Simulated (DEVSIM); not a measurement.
DEVSIM, 1D drift-diffusion, Boltzmann statistics, complete ionisation; no tunnelling, impact ionisation, image-force lowering or self-heating.

Structure: Ge n-i-p diode, at 300 K.

| layer (left to right) | material | thickness (μm) | Nd (cm⁻³) | Na (cm⁻³) | τn (s) | τp (s) |
|---|---|---|---|---|---|---|
| 1 | Ge | 0.100 | 3.8e17 | - | 4.3e-5 | 4.3e-5 |
| 2 | Ge | 0.320 | - | 1.1e13 | 4.3e-5 | 4.3e-5 |
| 3 | Ge | 2.40 | - | 2e18 | 4.3e-5 | 4.3e-5 |

Left contact: ohmic. Right contact: ohmic. Voltage is applied to the left contact. Recombination: SRH at mid-gap, Auger. Mobility is μmin + (μ − μmin)/(1 + (N/Nref)^α).

The device is made up for the run: typed textbook-type constants, with dimensions and the other settings drawn at random. Values at 300 K.

```
parameter           Ge
-------------  -------
gap (eV)         0.664
affinity (eV)        4
permittivity        16
Nc (cm⁻³)      1.04e19
Nv (cm⁻³)         6e18
μn (cm²/Vs)       3900
μp (cm²/Vs)       1900
μn,min             150
μp,min             100
Nref,n          2.6e17
Nref,p            4e17
αn                0.56
αp                 0.6
Cn (cm⁶/s)       1e-31
Cp (cm⁶/s)       1e-31
```

One input was changed, with this effect: dark forward voltage at 1 A/cm² 0.196 → 0.180 V; dark forward voltage at 100 A/cm² 0.316 → 0.301 V.

Task: Which change was it?
A. thickness of layer 3 2.4 → 0.84 μm
B. Auger recombination switched off
C. doping Na of layer 2 1.1e+13 → 3.3e+13 cm^-3
D. minority lifetime in layer 3 4.3e-05 → 1.3e-06 s
E. constant mobility in place of the doping-dependent one

Result: E, constant mobility in place of the doping-dependent one
